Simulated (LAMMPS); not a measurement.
LAMMPS 22 Jul 2025, classical MD, Buckingham with full ionic charges: MgO, 10648 atoms.

```
Quantity                                                                                         Value
-----------------------------------------------  -----------------------------------------------------
task                                                                                           MD, nve
potential                                                           Buckingham with full ionic charges
copies of the repeat unit                                                                     11×11×11
shape (slab and sphere leave vacuum in the box)                                                   bulk
neighbor skin                                                                                      2 Å
neigh_modify                                                                 every 1 delay 0 check yes
kspace_style                                                                                      pppm
kspace_accuracy                                                                                 0.0001
pair cutoff                                                                                       10 Å
newton                                                                                    on (default)
atom_modify sort (bins of 2 Å where set)                                                1000 (default)
comm_style                                                                             brick (default)
kspace_modify                                                                order 5 diff ik (default)
box                                                                               46.3 × 46.3 × 46.3 Å
start                                            generated rock salt lattice, warmed in an untimed run
```

All runs start from one configuration, warmed at this fixed volume for 1000 steps under a thermostat at 300 K. The run at the shortest step has a mean temperature of 299 K and a mean pressure of -0.5 GPa.

Each run covers about 2.0 ps at constant energy (mean temperature 299 K at the shortest step); σ is the standard deviation over the printed steps. One run each, on a shared machine, so no times are given.

Steps tried: 0.5 fs, 1 fs, 2 fs, 2.5 fs, 4 fs, 5 fs, 8 fs, 10 fs, 16 fs, 20 fs, 32 fs.

**Question.** What is the longest step at which the total energy fluctuates by under 1 % of the kinetic energy's fluctuation?

**Answer.** 1 fs. The run fails or blows up at 10 fs, 16 fs, 20 fs, 32 fs.

| time step | σ(E total)/σ(E kinetic) | last minus first total energy (meV/atom) | mean temperature (K) |
|---|---|---|---|
| 0.5 fs | 0.0042 | +0.0018 | 299 |
| 1 fs | 0.0049 | +0.0012 | 298 |
| 2 fs | 0.013 | +0.0063 | 297 |
| 2.5 fs | 0.021 | +0.018 | 296 |
| 4 fs | 0.054 | +0.052 | 293 |
| 5 fs | 0.099 | +0.13 | 290 |
| 8 fs | 0.46 | +1.3 | 277 |
| 10 fs | stops: Lost atoms | — | — |
| 16 fs | stops: Lost atoms | — | — |
| 20 fs | stops: Lost atoms | — | — |
| 32 fs | stops: Lost atoms | — | — |

The bar is a choice.
